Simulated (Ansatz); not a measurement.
# BeTe: response to strain

Base system: BeTe in the zinc blende structure (space group F-43m, No. 216).

```xyz
2
Lattice="0.0000 2.8284 2.8284 2.8284 0.0000 2.8284 2.8284 2.8284 0.0000" Properties=species:S:1:pos:R:3 pbc="T T T"
Be     0.0000     0.0000     0.0000
Te     1.4142     1.4142     1.4142
```

Cartesian axes are those of the cell as printed.

Strains are applied to the cell and any free atomic positions relax; under biaxial strain the out-of-plane vector relaxes too.

All numbers come from r2SCAN (Ansatz, a first-principles code), without spin-orbit coupling.

```csv
"biaxial strain, plane normal [001], relaxed out of plane (%)",band gap (eV)
-3,2.05
-2.5,?
-2,2.16
-1.5,2.22
-1,2.27
-0.5,2.32
0,2.37
```

Fit E_g = E₀ + Dε (ε in %) to the rows shown and predict the withheld row.

Least squares on the printed values gives E₀ = 2.37 eV, D = 107 meV per % of strain (largest residual 0.01 eV); this predicts 2.11 eV, and the run gives 2.10 eV, in agreement.

With Te present, leaving out spin-orbit coupling can change the band edges. Whether these cells are dynamically stable was not tested.
